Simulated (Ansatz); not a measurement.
System: PbS (model structure, P6₃/mmc, No. 194, 4 atoms in the cell). Method: r²SCAN (plane waves, PAW; Ansatz, a program for electronic structure).

Settings: plane-wave cutoff 560 eV, 18×18×8 k mesh (along the axes of the cell as run), Fermi–Dirac smearing 0.05 eV, scalar-relativistic PAW data made under PBE.

Cell (relaxed with PBEsol):

```cif
data_Pb2S2
_chemical_formula_sum 'Pb2 S2'
_space_group_name_H-M_alt 'P63/mmc'
_space_group_IT_number 194
_space_group_name_Hall '-P 6c 2c'
_cell_length_a 4.06792
_cell_length_b 4.06792
_cell_length_c 7.26838
_cell_angle_alpha 90.000
_cell_angle_beta 90.000
_cell_angle_gamma 120.000
loop_
_atom_site_label
_atom_site_type_symbol
_atom_site_symmetry_multiplicity
_atom_site_Wyckoff_symbol
_atom_site_fract_x
_atom_site_fract_y
_atom_site_fract_z
_atom_site_occupancy
Pb1 Pb 2 a 0.00000 0.00000 0.00000 1
S1 S 2 c 0.33333 0.66667 0.25000 1
```

Question: Give the computed band gap.

Answer: 
- band gap: 0.06 eV (under three smearing widths, so not firm)

Note: the relaxation could raise the start's symmetry but not lower it, so the cell can be a saddle point; cell and atoms aren't relaxed at this level (pressure 2.2 GPa).

Spin–orbit coupling is not included; it can close the smallest gap of 0.06 eV.

The result took around 70 core-seconds (rough).

A model structure was made by putting elements into a prototype or built by hand; it is no filed structure, need not be a known phase, and can be a saddle point held by its symmetry.
